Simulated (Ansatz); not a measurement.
## Point defect Si on the Ga site (broken-bond start) in metastable zinc-blende GaN

Calculation: PBE, PAW (plane waves to 420 eV; Ansatz, an electronic-structure program). The supercell holds 64 host sites (2×2×2 repeats of the unit cell), with a 2×2×2 shifted k-point sampling for the final energies. Sites at the start: the Ga site; started 0.95 Å off site, one bond broken. Charged cells carry a point-charge image correction with potential alignment at far atoms. Dielectric constants: PBE linear response of the host. Host gap at this level: 1.54 eV. A cell of this size leaves errors of a few tenths of an eV. Levels are measured in PBE's own, too narrow, gap. Spin–orbit coupling is left out. Each state is the lowest found from its start.

Formation energies E_f are given with the Fermi level at the valence-band maximum. Chemical conditions: Ga-rich (Δμ(Ga) = 0.00 eV, Δμ(Si) = -1.31 eV, bounded by beta Si3N4; only phases computed here count, gases as isolated molecules at 0 K); N-rich (Δμ(Ga) = -0.87 eV, Δμ(Si) = -2.47 eV, bounded by beta Si3N4; only phases computed here count, gases as isolated molecules at 0 K). Reference phases: Ga: alpha gallium, Si: silicon.

| charge | moment (μB) | largest move off a lattice site (Å) | image correction with alignment (eV) | E_f, Ga-rich (eV) | E_f, N-rich (eV) |
|---|---|---|---|---|---|
| +1 | not spin-polarised | 0.17 | 0.11 | -1.30 | -1.01 |
| 0* | fractional | 0.17 | – | – | – |
| −1* | not spin-polarised | 0.17 | – | – | – |

* At this level the carrier isn't localised at the defect: at charge 0 electrons occupy the conduction band; at charge −1 electrons occupy the conduction band. Such a state is shallow or no state of the defect, and this cell gives it no level.

No other site or start that was run ended lower by more than 0.1 eV.
